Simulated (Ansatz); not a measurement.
## A computed series for AlPt3: response to strain

Consider AlPt3 (space group I4/mcm, No. 140; a = 5.455 Å, c = 7.828 Å; a cell from a computed database, its experimental status unchecked). Axes: x, y, z lie along a, b, c of the conventional cell.

Strains are applied to the cell and any free atomic positions relax; under stress the whole cell relaxes.

Method: PBEsol in Ansatz (plane waves to 420 eV, PAW, no spin-orbit coupling).

Notes on the quantities. energy relative to the base: free energy F.

```csv
change,energy relative to the base,shortest interatomic distance
base,0 meV/atom,2.576 Å
isotropic strain +0.61 %,+3.7 meV/atom,2.585 Å
"uniaxial stress, 0.5 GPa tension along z",+0.1 meV/atom,2.575 Å
"uniaxial stress, 3 GPa tension along x",+1.7 meV/atom,2.581 Å
```

Without a gap, meshes like the base's 12×12×12 leave anisotropic stresses uncertain by several tenths of a GPa, and small strain energies with them. Beyond what the load breaks, stability against distortions was not tested. The final runs are not spin-polarised.

Ansatz is an electronic-structure program.
